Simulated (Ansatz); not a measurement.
```yaml
crystal:
  lattice:
    - [3.59486, 0.00000, 0.00000]
    - [-1.79743, 3.11324, 0.00000]
    - [0.00000, 0.00000, 4.40671]
  atoms:
    - { symbol: Ce, position: [0.00000, 0.00000, 0.00000] }
    - { symbol: O, position: [0.33333, 0.66667, 0.20465] }
    - { symbol: O, position: [0.66667, 0.33333, 0.79535] }
```

No spin polarisation.

The values are results of Ansatz (an electronic-structure program) r2SCAN+rVV10, no spin-orbit coupling, earlier PAW set, not measurements. k-mesh 11×11×8 (Γ-centred); smearing 0.05 eV (Fermi–Dirac).

Q: Predict the band gap, gap character, space group and width of the top valence band.

A: Band gap: 2.48 eV
Gap character (in this cell's own zone, which can be folded): indirect, k = (0, 0.364, -1/2) in the run's primitive reciprocal basis → A
Space group (of the atoms, moments ignored): P-3m1 (No. 164)
Width of the top valence band: 0.58 eV

Whether these cells are dynamically stable was not tested. Seeded moments were not kept for ↑↓ start, q = (0, 0, 1/2), 6 atoms. All final runs are without spin polarisation. The cell was made from CeO$_{2}$ in the CdI2 type structure (space group P-3m1, No. 164; a hypothetical phase, not in the database extracts checked) by this change: ↑↓ start, q = (0, 0, 1/2), 6 atoms.
